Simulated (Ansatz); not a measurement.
**Cohesive energy of Os (Fm-3m, No. 225, 1 atom in the cell; start COD 1534943; another form than the element's usual one) at several levels of theory**

No measured value is used here.

| level (code) | value (eV/atom) | cell (Å³/atom) |
|---|---|---|
| LDA (Ansatz) | 10.16 | 13.75 |
| PBEsol (Ansatz) | 9.34 | 13.94 |
| r²SCAN (Ansatz) | 7.96 | 14.07 |

Free atoms are spin-polarised, in the lowest state found; at levels without +SOC their spin–orbit coupling is left out.  Density-functional levels without +SOC have no spin–orbit coupling, which shifts binding energies of heavy elements. LDA, PBEsol, r²SCAN: the run has no spin polarisation, so it can have missed a magnetic state. LDA, PBEsol, r²SCAN: the relaxation could not lower the start's symmetry, so the cell can be a saddle point above a distorted one. Each level is taken at its own relaxed cell. Cutoffs differ between the levels. Ansatz's density-functional and Hartree–Fock values are scalar-relativistic unless marked +SOC, with PAW data made under PBE.

Ansatz is an electronic-structure program.
